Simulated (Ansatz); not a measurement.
## Cubic perovskite CsCdCl₃

The numbers are results of HSE06 (Ansatz, a program for electronic structure, plane waves, PAW), not measurements.

Numerical settings: plane-wave cutoff 460 eV, 6×6×6 k mesh, Fermi–Dirac smearing 0.01 eV, scalar-relativistic PAW data made under PBE.

Cell: measured lattice: a = b = c = 5.210 Å, α = β = γ = 90.00°.

```yaml
band_gap: 3.19 eV (on the SCF k mesh)
smallest_direct_gap_on_the_k_points_sampled: 3.85 eV
```

Note: cell and atoms aren't relaxed at this level (pressure 1.5 GPa).

Spin–orbit coupling is not included.
